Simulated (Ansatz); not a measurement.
Coverage and cell size: H on the 1x1 (110) surface of bcc Ta, one adsorbate a cell, in each cell the lowest of the starts that converged. Energies against ½ H2(g), without dispersion, zero-point or thermal terms; small cells hold the layer to their symmetry. A negative adsorption energy means that the adsorbate is more stable on the surface than in its reference.

The numbers are results of PBE (plane waves to 420 eV, PAW; Ansatz, a quantum-chemistry and plane-wave program), not measurements.

```json
[
 {"area an adsorbate, end state": "8 Å², bonded to 3 Ta", "atoms": "5", "E_ads (eV)": "-0.96", "height (Å)": "1.04", "Δ work function (eV)": "-0.44", "rough cost": "around 70 core-seconds (rough)"},
 {"area an adsorbate, end state": "16 Å², bonded to 3 Ta", "atoms": "9", "E_ads (eV)": "-0.96", "height (Å)": "1.04", "Δ work function (eV)": "-0.22", "rough cost": "about 80 core-seconds (a rough figure)"},
 {"area an adsorbate, end state": "31 Å², bonded to 3 Ta", "atoms": "17", "E_ads (eV)": "-0.97", "height (Å)": "1.07", "Δ work function (eV)": "?", "rough cost": "roughly 3 core-minutes"}
]
```

Question: Some entries are withheld; supply them.

Answer: 
- 31 Å², bonded to 3 Ta, Δ work function (eV): -0.13
